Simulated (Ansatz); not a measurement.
Functionals compared on a constructed model of the (111) surface of fcc Rh, a pseudomorphic layer of Ti in the host's stacking (bottom of the slab: a bare face, its two planes held), in Ansatz (plane waves, PAW). The structure was relaxed with PBE; the other rows are single points on it. Cutoff 420 eV (500 eV for r2SCAN).

Set-up: 7 atoms, 13.8 Å thick at the start with caps and adatoms (thin: gaps and levels are the slab's own); mesh 16x16x1; 0.1 eV smearing; dipole correction on; 2 atoms held, the rest relaxed; held to the start's symmetry, so lower structures may exist; no spin, no spin-orbit, no U. In PBE it lies 0.03 eV a 1x1 cell over the lowest computed structure of the same composition (a pseudomorphic layer of Ti in the other hollow). These notes are the PBE run's.

```
functional  work function of the top face (eV)  rough cost of the single point
----------  ----------------------------------  ------------------------------
PBE                                       4.56                               –
RPBE                                (withheld)  around 27 core-seconds (rough)
r2SCAN                                    4.60         roughly 60 core-seconds
```

Q: What belongs in the gaps?

A: 
- RPBE, work function of the top face (eV): 4.42

Ansatz is a first-principles code.
